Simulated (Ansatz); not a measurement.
## Smallest direct gap on the k points sampled of SrTaNO2 (Pmc2₁, No. 26, 10 atoms in the cell; start mp-1101327) at several levels of theory

No measured value is used here.

| level (code) | value (eV) |
|---|---|
| LDA (Ansatz) | … |
| PBEsol (Ansatz) | 1.17 |
| HSE06+SOC (Ansatz) | 2.18 |
| PBE0 (Ansatz) | 2.94 |

Problem. What belongs in the gaps?

Solution. 
- LDA (Ansatz, a quantum-chemistry and plane-wave program), value (eV): 1.12

At these levels the smallest gap is indirect and lower: LDA 1.06, PBEsol 1.11 eV. Computed values are for a static lattice. Spin–orbit coupling is included only where a level's name says +SOC; with heavier elements it mostly lowers gaps and can invert bands.  Values are at the PBEsol cell. Cutoffs and k meshes differ between the levels. Ansatz's density-functional and Hartree–Fock values are scalar-relativistic unless marked +SOC, with PAW data made under PBE.

A start named mp-… is a Materials Project structure, which need not be a measured phase.
